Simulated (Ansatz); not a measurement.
Take BN (space group P6_422, No. 181; a = 2.5952 Å, c = 5.7967 Å; a hypothetical phase, not in the database extracts checked) as the base.

Modification: an isotropic linear strain of −1.41 %; the atoms relax in the strained cell.

Levels (all Ansatz, a program for electronic structure, PAW): PBEsol (420 eV, without spin-orbit coupling); r2SCAN (500 eV, scalar-relativistic without spin-orbit coupling); HSE06 (420 eV, no spin-orbit coupling).

One geometry, relaxed with PBEsol, under each level:

| level | band gap | lowest conduction level above the VBM at special points | pressure |
|---|---|---|---|
| PBEsol | 3.61 eV | M 3.64 eV; L 4.86 eV; A 6.12 eV; K 6.43 eV | 18.03 GPa |
| r2SCAN | 4.28 eV | M 4.29 eV; L 5.54 eV; A 6.80 eV; K 7.14 eV | 21.78 GPa |
| HSE06 | 5.05 eV | M 5.07 eV; L 6.36 eV; A 7.66 eV; Γ 8.61 eV | – |

Single points use the geometry relaxed with PBEsol. Their cutoffs differ, which shifts pressures a little. The hybrid gap comes from the SCF mesh plus the semilocal run's edge points and a few special points and is an upper bound. No phonon test of stability was made. The base started in P3_121 and relaxed to P6_422 at this level.
